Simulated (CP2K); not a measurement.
CP2K run on PtAl₂ (Fm-3m, 3 atoms in the cell): self-consistent single point.

Level of theory: PBE, GPW, DZVP-MOLOPT-SR-GTH basis, GTH-PBE potentials (GTH_POTENTIALS) in CP2K.

```
CELL_PARAMETERS angstrom
      4.27261     0.00000     0.00000
      2.13631     3.70019     0.00000
      2.13631     1.23340     3.48857
ATOMIC_POSITIONS crystal
  Al 0.25000 0.25000 0.25000
  Al 0.75000 0.75000 0.75000
  Pt 0.00000 0.00000 0.00000
```

Reference input (self-consistent single point, DFT PBE, GPW, DZVP-MOLOPT-SR-GTH basis, GTH-PBE potentials (GTH_POTENTIALS)): CUTOFF = 500 Ry; REL_CUTOFF = 50 Ry; SMEAR/METHOD = FERMI_DIRAC; ELECTRONIC_TEMPERATURE = 1578.21 K; KPOINTS/SCHEME = MONKHORST-PACK 13 13 13; XC_FUNCTIONAL = PBE; Al/BASIS_SET = DZVP-MOLOPT-SR-GTH; Al/POTENTIAL = GTH-PBE-q3; Pt/BASIS_SET = DZVP-MOLOPT-SR-GTH; Pt/POTENTIAL = GTH-PBE-q18; METHOD = GPW; EPS_DEFAULT = 1e-10. This run's input differs from it in these lines:

```diff
@@ -40,3 +40,3 @@
     &KPOINTS
-      SCHEME MONKHORST-PACK 13 13 13
+      SCHEME MONKHORST-PACK 5 5 5
     &END KPOINTS
```

The program printed (abridged):

```
 SCF WAVEFUNCTION OPTIMIZATION

  Step     Update method      Time    Convergence         Total energy    Change
     1 NoMix/Diag. 0.20E+00      -     1.26208756      -124.9308836784 -1.25E+02
     2 Broy./Diag. 0.20E+00      -     0.04234280      -126.2324899728 -1.30E+00
     3 Broy./Diag. 0.20E+00      -     0.05352019      -125.2835945402  9.49E-01
     4 Broy./Diag. 0.20E+00      -     0.01965736      -124.4294701129  8.54E-01
     5 Broy./Diag. 0.20E+00      -     0.00699801      -124.3471953988  8.23E-02
     6 Broy./Diag. 0.20E+00      -     0.00110976      -124.4336384854 -8.64E-02
   [... 4 lines left out ...]
    11 Broy./Diag. 0.20E+00      -     0.00002006      -124.4299692807 -1.79E-04
    12 Broy./Diag. 0.20E+00      -     0.00000108      -124.4300274510 -5.82E-05
    13 Broy./Diag. 0.20E+00      -     0.00000295      -124.4300288046 -1.35E-06
    14 Broy./Diag. 0.20E+00      -     0.00000003      -124.4300290419 -2.37E-07
  *** SCF run converged in    14 steps ***

  Overlap energy of the core charge distribution:               0.00000000001729
  Self energy of the core charge distribution:               -194.08121674042818
  Core Hamiltonian energy:                                     42.80788895135577
  Hartree energy:                                              40.15587082377159
  Exchange-correlation energy:                                -13.30896984340032
  Electronic entropic energy:                                  -0.00360223318941
  Fermi energy:                                                 0.29198113994629

  Total energy:                                              -124.43002904191729
  Total energy (extrapolated to T->0):                       -124.42822792532259

                     Mulliken Population Analysis

   [... lines left out ...]

 STRESS| Analytical stress tensor [bar]
 STRESS|                        x                   y                   z
 STRESS|      x       -5.25250827498E+04   8.11678170983E-02   5.73946315299E-02
 STRESS|      y        8.11678170983E-02  -5.25250109892E+04  -5.20293188410E-02
 STRESS|      z        5.73946315299E-02  -5.20293188410E-02  -5.25249939716E+04
 STRESS| 1/3 Trace                                            -5.25250292369E+04
```

The run converged in 14 iterations. Against the reference run the free energy goes up by 12.4 meV/atom and the pressure goes from -5.60 to -5.25 GPa.

The starting cell has typed, rounded lattice constants, without a prior relaxation at this level. Its lattice was rescaled by a random factor within 2.5 % of one. Spin polarisation is off. Values carry the incompleteness of an atom-centred basis. With a pressure of about -5 GPa the cell is away from its equilibrium volume at this level.

Cost on one core of a shared machine: roughly 40 s.
